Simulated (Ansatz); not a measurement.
# Al2O3 in the corundum structure (space group R-3c, No. 167)

```xyz
10
Lattice="2.3646 1.3652 4.2972 -2.3646 1.3652 4.2972 0.0000 -2.7304 4.2972" Properties=species:S:1:pos:R:3 pbc="T T T"
Al     0.0000     0.0000     8.3535
Al     0.0000     0.0000     1.9076
Al     0.0000     0.0000     4.5382
Al     0.0000     0.0000    10.9840
O      0.7232     1.4777     5.3715
O     -1.6414    -0.1125     5.3715
O     -0.7232    -1.4777     7.5201
O     -0.9181     1.3652     7.5201
O      1.6414     0.1125     7.5201
O      0.9181    -1.3652     5.3715
```

Calculations: LDA (Ansatz, a program for electronic structure; PAW; 420 eV plane waves; no spin-orbit coupling). Γ-centred 9×9×9 mesh, Fermi–Dirac width 0.05 eV.

- Volume per atom: 8.32 Å³
- Density: 4.07 g/cm³
- Band gap: 6.43 eV, direct at Γ
- Electron mass: 0.43 mₑ along c, 0.39 mₑ across
- Lowest conduction-band minima above the VBM: Γ 6.43 eV
- Total energy: -539.986 eV/atom (σ→0; compares only within this code and set-up)

Masses are band curvatures over ±0.01 Å⁻¹ around the edge. No phonon test of stability was made.
